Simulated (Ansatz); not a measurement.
A working Ansatz (a first-principles code) input for Cs2LaCuI6 (Fm-3m, 10 atoms in the cell) (DFT, PBE, plane waves, default PAW files):

Ansatz 0.2 input:
```yaml
crystal:
  lattice:
    - [0.00000000, 6.08384700, 6.08384700]
    - [6.08384700, 0.00000000, 6.08384700]
    - [6.08384700, 6.08384700, 0.00000000]
  atoms:
    - { symbol: Cs, position: [0.25000000, 0.25000000, 0.25000000] }
    - { symbol: Cs, position: [0.75000000, 0.75000000, 0.75000000] }
    - { symbol: Cu, position: [0.50000000, 0.50000000, 0.50000000] }
    - { symbol: La, position: [0.00000000, 0.00000000, 0.00000000] }
    - { symbol: I, position: [0.74910000, 0.25090000, 0.25090000] }
    - { symbol: I, position: [0.25090000, 0.74910000, 0.74910000] }
    - { symbol: I, position: [0.25090000, 0.74910000, 0.25090000] }
    - { symbol: I, position: [0.74910000, 0.25090000, 0.74910000] }
    - { symbol: I, position: [0.25090000, 0.25090000, 0.74910000] }
    - { symbol: I, position: [0.74910000, 0.74910000, 0.25090000] }
kpoints:
  mp_grid:
    grid: [3, 3, 3]
hamiltonian:
  xc: pbe
  pseudopotentials:
    kind: paw
scf:
  occupations:
    method: gaussian
    width: 0.0037 Ry
output:
  forces: true
  eigenvalues: true
  stress: true
```

The run converged in 8 iterations: free energy E − TS (on the zero of these files) -69306.2140 eV; top of the valence band (on the code's own zero) 4.84 eV; gap on the k-point mesh 2.08 eV; pressure 0.74 GPa; largest force (vector length) 0.877 eV/Å. Each of these slips is then made, one at a time:

(1)
```diff
-    method: gaussian
-    width: 0.0037 Ry
+    method: fermi_dirac
+    width: 0.05 Ry
```

(2)
fractional and Cartesian coordinates mixed up

(3)
```diff
-    - [6.08384700, 6.08384700, 0.00000000]
+    - [6.08384700, 6.08384700, 12.16769400]
```

How does each altered input end?


(1) A smearing width that is far too large. The run converged in 10 iterations without an error; against the sound input the free energy drops by 154 meV/atom, the pressure goes from 0.74 to 1.56 GPa and the largest force goes from 0.877 to 1.022 eV/Å.

(2) Fractional and Cartesian coordinates mixed up. The program stopped before any SCF iteration.
```
SCF: the overlap matrix is not positive definite, so this SCF or pass stopped before solving anything: energies and bands computed with it would not be physical. With PAW pseudopotential files every eigenvalue of that matrix must be above 0; at 6 of 6 k-points the lowest is not, and the worst, at k-point 2 (counted from zero), is -1.3e0 (as compute [...]
```

(3) Linearly dependent lattice vectors. The program stopped before any SCF iteration, with the message: Error: invalid value for `crystal.lattice`: the lattice is degenerate (Ω = 0 Å³): its volume is under 1e-10 Å³.

The starting cell was generated: these elements placed on a structure prototype, without a prior relaxation; it need not be a known phase or ordering of this composition. Its lattice was rescaled by a random factor within 2.5 % of one. Spin-orbit coupling is off. Ansatz's pressure includes its estimate of the finite-basis (Pulay) stress.

Left out of this page: 3 runs of the series outside the window shown, repeating another row's setting, or not comparable.
